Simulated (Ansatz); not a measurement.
Defect migration in zinc-blende ZnS: Zn vacancy, charge state -2. The step: one Zn atom jumps into the vacancy from a nearby Zn site; the atom moves 3.70 Å along (0.00, 0.48, -0.48) of the unit cell; the moving atom starts with neighbours S at 2.28, 3 S at 2.39 Å and ends with S at 2.28, 3 S at 2.39 Å. DFT values are from Ansatz (plane-wave PAW, 420 eV unless said) in a cell of 64 host sites, spin-restricted, static, with no finite-size correction. The charge state is imposed; whether it is stable for some Fermi level was not computed. Forms of the defect that were not tried may lie lower. For the PBE band: the program found a first-order saddle point.

```csv
Level,Forward barrier (eV),Cost of the band or of the saddle's single point
"CHGNet universal potential (has no charge state), its own band",0.94,-
"PBE, the Γ point alone, band relaxed",1.28,very roughly 40 core-minutes
"PBE, a 2×2×2 k-point mesh shifted by half a step, same geometries",1.27,roughly 5 core-minutes
"r2SCAN at 500 eV, the Γ point alone, same geometries",1.33,very roughly 2.2 core-minutes
```

Ansatz is a first-principles code.
